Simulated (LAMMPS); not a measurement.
MD of Ta (bcc) at zero pressure, 2000 atoms, as a liquid; each row is its own run.

Level of theory: classical MD, pair style eam/alloy, file CuTa.eam.alloy; code LAMMPS.

```
T (K)  volume (Å³/atom)
-----  ----------------
2300             18.978
2960             19.329
3290             19.512
3620             19.712
4110             20.020
4280             20.129
4610             20.344
5260             20.797
```

Fit a straight line, y = a + b x, to these rows (x is the first column, y the second) and predict the run at x = 2630.

Least squares gives a = 17.514 and b = 0.0006149. At x = 2630 the fit predicts 19.131 Å³/atom. The run itself gave 19.149 ± 0.002 Å³/atom, so the fit is 0.094 % low.

Caution (rows 2300; 2630; 2960): this liquid lies under the melting point of about 3260 K that EAM-type CuTa.eam.alloy gives, so it is undercooled.

Caution (row 4110): enthalpy drifts during the constant-pressure average: a transition or slow ageing; fluctuation values are void.
